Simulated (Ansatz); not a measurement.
## Hypothetical simple cubic Ir, response to strain

Base system: Ir in the simple cubic structure (space group Pm-3m, No. 221; a = 2.542 Å; a hypothetical phase, not in the database extracts checked; relaxed with 0.1 eV smearing). Axes: x, y, z lie along the cube axes.

Strains are applied to the cell and any free atomic positions relax; under biaxial strain the out-of-plane vector relaxes too.

Method: Kohn–Sham DFT with the PBEsol functional, run in Ansatz (a quantum-chemistry and plane-wave program) with PAW and 420 eV plane waves, spin-orbit coupling left out.

Notes on the quantities. in-plane stress: mean in-plane stress (compression positive); energy relative to the base: free energy F.

| change | in-plane stress | energy relative to the base | ratio −ε⊥/ε∥ |
|---|---|---|---|
| base | – | 0 meV/atom | – |
| biaxial strain −2.03 %, plane normal [001], relaxed out of plane | +13.9 GPa | +27 meV/atom | 0.59 |
| biaxial strain −1.52 %, plane normal [001], relaxed out of plane | +10.0 GPa | +15 meV/atom | 0.59 |
| biaxial strain −1.45 %, plane normal [001], relaxed out of plane | +9.5 GPa | +13 meV/atom | 0.59 |
| biaxial strain +1.08 %, plane normal [001], relaxed out of plane | -5.7 GPa | +6.6 meV/atom | 0.60 |
| biaxial strain −1.05 %, plane normal [111], relaxed out of plane | +1.7 GPa | +1.9 meV/atom | 1.61 |
| isotropic strain +3.93 % | – | +168 meV/atom | – |

No phonon test of stability was made. The final runs are not spin-polarised. Ir has a high density of states at the Fermi level and may be magnetic at this level.
